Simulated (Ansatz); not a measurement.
```xyz
2
Lattice="11.0000 0.0000 0.0000 0.0000 11.0000 0.0000 0.0000 0.0000 4.8265" Properties=species:S:1:pos:R:3 pbc="T T T"
W      5.5000     5.5000     0.1589
W      5.5000     5.5000     2.1578
```

Computed with PBE (plane waves to 420 eV, PAW; Ansatz, a first-principles code). Mesh 1×1×68. Collinear spin, started with parallel moments, which vanish. Periodic along z alone, with about 11 Å of vacuum beside it. A hypothetical model. Symmetry and one short period hold its shape; lower forms weren't sought. Values not marked SOC lack spin–orbit coupling.

Q: Tabulate the two highest filled and two lowest empty levels along the axis, from the valence top.

A: 
```tsv
k (2π/c)	v2 (eV)	v1 (eV)	c1 (eV)	c2 (eV)
0.000	-0.39	-0.39	1.99	1.99
0.042	-0.39	-0.39	1.98	1.98
0.083	-0.37	-0.37	1.97	1.97
0.125	-0.35	-0.35	1.95	1.95
0.167	-0.31	-0.31	1.90	1.90
0.208	-0.27	-0.27	1.74	1.84
0.250	-0.22	-0.22	1.52	1.74
0.292	-0.17	-0.17	1.30	1.61
0.333	-0.12	-0.12	1.10	1.46
0.375	-0.07	-0.07	0.93	1.31
0.417	-0.04	-0.04	0.78	1.18
0.458	-0.01	-0.01	0.69	1.08
0.500	0.00	0.00	0.65	1.05
```
